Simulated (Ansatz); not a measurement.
Input:

```yaml
crystal:
  lattice:
    - [0.00000, 2.26006, 2.26006]
    - [2.26006, 0.00000, 2.26006]
    - [2.26006, 2.26006, 0.00000]
  atoms:
    - { symbol: P, position: [0.25000, 0.25000, 0.25000] }
    - { symbol: B, position: [0.00000, 0.00000, 0.00000] }
```

A single point on AlP with a change (Al → B), its geometry relaxed with PBEsol.

Method: DFT with HSE06, PAW potentials and a 420 eV plane-wave cutoff in Ansatz (a quantum-chemistry and plane-wave program), spin-orbit coupling included. Settings: 8×8×8 k-points, 0.01 eV Fermi–Dirac smearing.

Predict the valence-band top at Γ and band gap.

The valence-band top at Γ (three highest Kramers pairs, from the VBM) is 0.00, 0.00, -0.05 eV and the band gap is 1.93 eV.

Single points use the geometry relaxed with PBEsol. HSE06 gaps are upper bounds (no full band path). Whether these cells are dynamically stable was not tested. The cell was made from AlP by this change: Al → B.
